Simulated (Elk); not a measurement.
## A self-consistent single point of SrGa₂ (P6/mmm, 3 atoms in the cell) with Elk

Method of the run: Elk 10.2.4 with PBEsol, all-electron FP-LAPW, Elk's shipped species files, APW+lo basis with extra local orbitals.

The input file:

```
tasks
  0

xctype
  22

rgkmax
  7.5

gmaxvr
  16.0

nxlo
  2

lorbcnd
  .true.

rmtscf
  0.92

lmaxi
  2

stype
  0

swidth
  0.00999582

maxscl
  100

scale
  8.140675369

avec
    1.0000000000    0.0000000061    0.0000000000
   -0.5000000053    0.8660254007    0.0000000000
    0.0000000000    0.0000000000    1.1143677200

atoms
  2
  'Sr.in'
  1
  0.0000000000  0.0000000000  0.0000000000    0.0 0.0 0.0
  'Ga.in'
  2
  0.3333333333  0.6666666667  0.5000000000    0.0 0.0 0.0
  0.6666666667  0.3333333333  0.5000000000    0.0 0.0 0.0

ngridk
  5 5 4
```

Output (repeated stretches shortened):

```
│ Elk code version 10.2.4 │

All units are atomic (Hartree, Bohr, etc.)

│ Ground-state run starting from atomic densities │

Lattice vectors :
   8.140675369      0.4965811975E-07   0.000000000
  -4.070337728       7.050031648       0.000000000
   0.000000000       0.000000000       9.071705850

Unit cell volume      :    520.6435163
Brillouin zone volume :   0.4764300442

Muffin-tin inner radius fraction :   0.1000000000E-01

Nuclei treated as point charges

Species :    1 (Sr)
 parameters loaded from : Sr.in
 name : strontium
 nuclear charge    :   -38.00000000
 electronic charge :    38.00000000
 atomic mass :    159721.4890
 muffin-tin radius :    2.392000000
 number of radial points in muffin-tin :    597
 atomic positions (lattice), magnetic fields (Cartesian) :
   1 :   0.00000000  0.00000000  0.00000000    0.00000000  0.00000000  0.00000000

Species :    2 (Ga)
 parameters loaded from : Ga.in
 name : gallium
 nuclear charge    :   -31.00000000
 electronic charge :    31.00000000
 atomic mass :    127097.2538
 muffin-tin radius :    2.208000000
 number of radial points in muffin-tin :    497
 atomic positions (lattice), magnetic fields (Cartesian) :
   1 :   0.33333333 -0.33333333  0.50000000    0.00000000  0.00000000  0.00000000
   2 :  -0.33333333  0.33333333  0.50000000    0.00000000  0.00000000  0.00000000

Total number of atoms per unit cell :    3

Spin treatment :
 spin-unpolarised

Number of Bravais lattice symmetries :   24
Number of crystal symmetries         :   24
Crystal has inversion symmetry
Real symmetric eigensolver will be used

k-point grid :      5     5     4
k-point offset :    0.000000000       0.000000000       0.000000000
k-point set is reduced with full crystal symmetry group
Total number of k-points :       15

Muffin-tin radius times maximum |G+k| :    7.500000000
 using average radius
Maximum |G+k| for APW functions       :    3.304935370
Maximum (1/2)|G+k|²                   :    5.461298900
Maximum |G| for potential and density :    16.00000000
 potential will be trimmed for |G| > 2 gkmax
Constant for pseudocharge density :   10
Radial integration step length :    4

G-vector grid sizes :     42    42    48
Number of G-vectors :    36017

Maximum angular momentum used for
 APW functions                      :    8
 outer part of muffin-tin           :    6
 inner part of muffin-tin           :    2

Total nuclear charge    :   -100.0000000
Total core charge       :    64.00000000
Total valence charge    :    36.00000000
Total excess charge     :    0.000000000
Total electronic charge :    100.0000000

Effective Wigner radius, rₛ :    1.075186869

Number of empty states         :   12
Total number of valence states :   30
Total number of core states    :   64

Conduction state local-orbitals added automatically
Total number of local-orbitals :  227

Exchange-correlation functional :     22     0     0
 PBEsol, Phys. Rev. Lett. 100, 136406 (2008)
 gradient requirement :    1
 generalised gradient approximation (GGA)

Smearing type :    0
 Gaussian
Smearing width :   0.9995820000E-02
Effective electronic temperature (K) :    3156.430308

Mixing type :    3
 Broyden mixing, J. Phys. A: Math. Gen. 17, L317 (1984)

Kohn-Sham potential initialised from atomic data

│ Self-consistent loop started │
│ Loop number : 1 │
 total energy                :     -7066.18044676
│ Loop number : 2 │
 total energy                :     -7066.23688862
RMS change in Kohn-Sham potential (target) :   0.1128333923     (  0.1000000000E-05)
Absolute change in total energy (target)   :   0.5644186252E-01 (  0.1000000000E-03)
│ Loop number : 3 │
 total energy                :     -7066.14895868
RMS change in Kohn-Sham potential (target) :   0.1105960526     (  0.1000000000E-05)
Absolute change in total energy (target)   :   0.7381947476E-01 (  0.1000000000E-03)
│ Loop number : 4 │
 total energy                :     -7064.98729811
RMS change in Kohn-Sham potential (target) :   0.6314068690E-01 (  0.1000000000E-05)
Absolute change in total energy (target)   :    1.180115432     (  0.1000000000E-03)
│ Loop number : 5 │
 total energy                :     -7063.95295436
RMS change in Kohn-Sham potential (target) :   0.2395842411E-01 (  0.1000000000E-05)
Absolute change in total energy (target)   :    1.329372616     (  0.1000000000E-03)
│ Loop number : 6 │
 total energy                :     -7063.57516139
RMS change in Kohn-Sham potential (target) :   0.7345909242E-02 (  0.1000000000E-05)
Absolute change in total energy (target)   :   0.7101361168     (  0.1000000000E-03)
│ Loop number : 7 │
 total energy                :     -7063.41199630
RMS change in Kohn-Sham potential (target) :   0.4030773785E-03 (  0.1000000000E-05)
Absolute change in total energy (target)   :   0.3406991265     (  0.1000000000E-03)
│ Loop number : 8 │
 total energy                :     -7063.42552521
RMS change in Kohn-Sham potential (target) :   0.9997936775E-04 (  0.1000000000E-05)
Absolute change in total energy (target)   :   0.7164586923E-01 (  0.1000000000E-03)
│ Loop number : 9 │
 total energy                :     -7063.42112355
RMS change in Kohn-Sham potential (target) :   0.5801336739E-04 (  0.1000000000E-05)
Absolute change in total energy (target)   :   0.2231312920E-01 (  0.1000000000E-03)
│ Loop number : 10 │
 total energy                :     -7063.42132789
RMS change in Kohn-Sham potential (target) :   0.1631022430E-04 (  0.1000000000E-05)
Absolute change in total energy (target)   :   0.5373938017E-02 (  0.1000000000E-03)
│ Loop number : 11 │
 total energy                :     -7063.42050247
RMS change in Kohn-Sham potential (target) :   0.7742863790E-05 (  0.1000000000E-05)
Absolute change in total energy (target)   :   0.2168906788E-02 (  0.1000000000E-03)
│ Loop number : 12 │
 total energy                :     -7063.41992951
RMS change in Kohn-Sham potential (target) :   0.4499952709E-05 (  0.1000000000E-05)
Absolute change in total energy (target)   :   0.1115182396E-02 (  0.1000000000E-03)
│ Loop number : 13 │
 total energy                :     -7063.41975595
RMS change in Kohn-Sham potential (target) :   0.8768501711E-06 (  0.1000000000E-05)
Absolute change in total energy (target)   :   0.4523599100E-03 (  0.1000000000E-03)
│ Loop number : 14 │
 total energy                :     -7063.41972257
RMS change in Kohn-Sham potential (target) :   0.9331284340E-07 (  0.1000000000E-05)
Absolute change in total energy (target)   :   0.1464731658E-03 (  0.1000000000E-03)
│ Loop number : 15 │
 total energy                :     -7063.41971873
RMS change in Kohn-Sham potential (target) :   0.4591005747E-07 (  0.1000000000E-05)
Absolute change in total energy (target)   :   0.4045133028E-04 (  0.1000000000E-03)
Convergence targets achieved

│ Loop number : 16 │

Energies :
 Fermi                       :     0.201258944113
 sum of eigenvalues          :     -4101.64845723
 electron kinetic            :      7234.58418562
 core electron kinetic       :      6918.75215909
 Coulomb                     :     -14046.1902785
 Coulomb potential           :     -11005.9627202
 nuclear-nuclear             :     -725.883259189
 electron-nuclear            :     -15634.6513185
 Hartree                     :      2314.34429914
 Madelung                    :     -8543.20891843
 xc potential                :     -330.269922637
 exchange                    :     -246.273035033
 correlation                 :     -5.54059041950
 total energy                :     -7063.41971837

Density of states at Fermi energy :    43.14471113
 (states/Hartree/unit cell)

Estimated indirect band gap :   0.6607565867E-02
 from k-point     13 to k-point     10
Estimated direct band gap   :   0.2172088843E-01
 at k-point     10

Charges :
 core                        :    64.00000000
 valence                     :    36.00000000
 interstitial                :    5.759217990
 muffin-tins (core leakage)
  species :    1 (Sr)
   atom    1                 :    35.64066180     (  0.1022134662E-03)
  species :    2 (Ga)
   atom    1                 :    29.30006010     (  0.2077468989E-02)
   atom    2                 :    29.30006010     (  0.2077468989E-02)
 total in muffin-tins        :    94.24078201
 total calculated charge     :    99.99023993
 total charge                :    100.0000000
 error                       :   0.9760067046E-02

│ Self-consistent loop stopped │
```

The run converged in 16 iterations. The count includes the last loop, which Elk runs after its targets are met.

The starting cell comes from a database of computed structures (which also holds hypothetical and non-ambient phases and stackings), without a prior relaxation at this level. Values depend on the basis (sphere radii, cutoffs, local orbitals), which need not be converged. The log's line on a gap gives a spacing of levels on this mesh, which the program prints for metals too.
